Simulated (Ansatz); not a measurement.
Take BiB in the zinc blende structure (space group F-43m, No. 216; a = 5.457 Å; a hypothetical phase, not in the database extracts checked) as the base.

Perturbation: full substitution Bi → P, then cell and atoms are relaxed.

Levels (all Ansatz, an electronic-structure program, PAW, earlier PAW set): PBEsol (420 eV, without spin-orbit coupling); r2SCAN (500 eV, no SOC).

The geometry is relaxed with PBEsol.

| Quantity | Result |
|---|---|
| PBEsol electron mass | 1.3 mₑ along k, 0.22 mₑ across (off the special points) |
| PBEsol smallest direct gap | 3.38 eV |
| PBEsol lowest conduction level above the VBM at special points | X 1.21 eV; K 2.02 eV; U 2.02 eV; Γ 3.38 eV |

With r2SCAN at the same geometry, the electron mass is still 1.3 mₑ along k, 0.22 mₑ across (off the special points); the smallest direct gap goes up by 0.23 eV to 3.61 eV; the lowest conduction level above the VBM at special points changes from X 1.21 eV; K 2.02 eV; U 2.02 eV; Γ 3.38 eV to X 1.48 eV; K 2.36 eV; U 2.36 eV; Γ 3.61 eV.

Single points use the geometry relaxed with PBEsol. Effective masses come from finite differences of ±0.01 Å⁻¹. Along k means along the line from Γ to the band edge. No phonon test of stability was made.
